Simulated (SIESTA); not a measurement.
## Short convergence ladders for a (111) slab of AgO (cut from a parent of space group no. 66; 8 atoms in the cell)

```xyz
8
Lattice="3.2995 0.0000 0.0000 3.2805 6.4688 0.0000 0.0000 0.0000 18.2570" Properties=species:S:1:pos:R:3 pbc="T T T"
Ag     3.3469     0.5788     7.7095
Ag     4.9872     3.8132     7.7095
Ag     3.3469     5.3647    10.5475
Ag     1.7067     2.1303    10.5475
O      4.9777     5.8511     7.0000
O      1.6972     1.7753     8.4190
O      4.9966     4.1682     9.8380
O      1.7162     0.0924    11.2570
```

Base method: GGA PBEsol, numerical atomic orbitals DZP, PseudoDojo PBEsol standard norm-conserving potentials (rewritten from UPF to PSML) in SIESTA 5.4.2.

Base settings: XC.functional = GGA; XC.authors = PBEsol; potentials = PseudoDojo PBEsol standard; PAO.BasisSize = DZP; PAO.EnergyShift = 0.005 Ry; MeshCutoff = 400 Ry; kgrid.MonkhorstPack = 5 3 1; OccupationFunction = MP; OccupationMPOrder = 0; ElectronicTemperature = 1160.45 K.

**The vacuum**

The mesh stays at the base's, so the ladder's end is converged at best in this setting alone.

Only quantities that move along the ladder and can be compared are tabulated; forces are left out, as grid noise moves with the cell.

| vacuum between outermost atoms (Å) | free energy less the last step's (meV/atom) |
|---|---|
| 3.0 | -39.52 |
| 5.0 | -0.46 |
| 7.0 | 0.13 |
| 14.0 | 0.02 |
| 30.0 | 0.00 |

Smallest vacuum between outermost atoms (Å) that holds the free energy within 1 meV/atom of the last step, with all finer ones: 5.0; the step before is off by 40 meV/atom.

**The k-point mesh**

Only quantities that move along the ladder and can be compared are tabulated.

```tsv
kgrid.MonkhorstPack	free energy less the last step's (meV/atom)	largest difference of a force vector from the last step's (eV/Å)
2 1 1	-39.87	0.580
3 2 1	-9.03	0.248
5 2 1	5.16	0.054
5 3 1	3.52	0.048
29 13 1	0.00	0.000
```

Coarsest kgrid.MonkhorstPack that holds the free energy within 2 meV/atom: not settled: the last two steps still differ by 3.5 meV/atom, over half the tolerance, so the ladder does not show it.

Coarsest kgrid.MonkhorstPack that holds the forces within 0.02 eV/Å: not settled: the last two steps still differ by 0.048 eV/Å, over half the tolerance, so the ladder does not show it.

**The cutoff of the real-space grid**

The mesh stays at the base's, so the ladder's end is converged at best in this setting alone.

Only quantities that move along the ladder and can be compared are tabulated.

| MeshCutoff | free energy less the last step's (meV/atom) | largest difference of a force vector from the last step's (eV/Å) |
|---|---|---|
| 200 Ry (212 Ry used) | -2.39 | 0.008 |
| 280 Ry (287 Ry used) | -1.30 | 0.004 |
| 400 Ry (414 Ry used) | -0.53 | 0.003 |
| 480 Ry (511 Ry used) | -0.30 | 0.001 |
| 800 Ry (849 Ry used) | 0.00 | 0.000 |

Coarsest MeshCutoff that holds the free energy within 2 meV/atom of the last step, with all finer ones: 280 Ry (287 Ry used); the step before is off by 2.4 meV/atom.

On the base run: the starting cell comes from a database of computed structures (which also holds hypothetical and non-ambient phases and stackings), without a prior relaxation at this level. The slab is cut from that crystal, and its faces are unrelaxed. Its lattice was rescaled by up to half a per cent. Spin polarisation is off, though cut faces can carry moments; the slab shows no gap. Values carry the incompleteness of an atom-centred basis. In the base run, forces exceed 1 eV/Å. Without a gap this mesh is coarse (it stands for a supercell whose shortest in-plane vector is 16 Å).
